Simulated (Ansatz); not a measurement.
Partial pair distribution functions of a relaxed model of amorphous In10Ga10Zn5O35, broadened by 0.06 Å; density 5.98 g/cm³. All values below come from PBE, scalar-relativistic without spin-orbit coupling (plane waves to 420 eV, PAW; Ansatz, a quantum-chemistry and plane-wave program).

It comes from a melt-quench run on a machine-learned potential (CHGNet), relaxed afterwards by DFT. O atoms were pushed apart under 1.9 Å during the dynamics, to hinder bonds among them. The hot cell started wider than the set density and was brought back towards it in steps. It is the lowest in DFT energy of 2 quenches. It is a model cell: composition and starting density were chosen by hand, and all elements were melted together. No dispersion term was used. Its density started from a set value of 5.93 and ended at 5.98 g/cm³. The quench (nominally 190 K/ps over its main leg) was far faster than any real one, so the model tends to hold more defects than a real film. One small periodic cell is one sample of the glass; other quenches scatter about these values. The volume was free in the relaxation, at fixed shape. Stress components on the final sampling reach 2.2 GPa.

```csv
r (Å),g In-O,g Ga-O,g In-In,g Ga-Ga
1.60,0.00,0.00,0.00,0.00
1.70,0.00,0.34,0.00,0.00
1.80,0.00,4.77,0.00,0.00
1.90,0.04,8.56,0.00,0.00
2.00,1.23,4.01,0.00,0.00
2.10,5.69,2.24,0.00,0.00
2.20,6.32,1.03,0.00,0.00
2.30,4.22,0.20,0.00,0.00
2.40,1.53,0.01,0.00,0.00
2.50,0.36,0.04,0.00,0.00
2.60,0.12,0.31,0.00,0.00
2.70,0.15,0.23,0.00,0.00
2.80,0.14,0.26,0.00,0.12
2.90,0.13,0.10,0.00,1.47
3.00,0.02,0.03,0.02,1.99
3.10,0.07,0.23,0.66,2.02
3.20,0.51,0.43,1.76,2.86
3.30,0.86,0.26,2.93,1.96
3.40,0.52,0.63,4.97,2.72
3.50,0.76,0.74,4.18,2.57
3.60,0.99,0.66,1.71,0.43
3.70,0.77,1.04,1.17,0.53
3.80,0.70,1.67,1.84,0.28
3.90,0.92,1.43,1.92,0.26
4.00,1.25,1.37,1.96,1.30
4.10,1.13,1.84,1.04,0.66
4.20,1.24,1.74,0.33,0.06
4.30,1.19,1.50,0.08,0.36
4.40,1.29,1.23,0.39,0.43
4.50,1.50,1.11,0.21,1.07
```

Within 2.60 Å each In has 5.50 O neighbours on average.
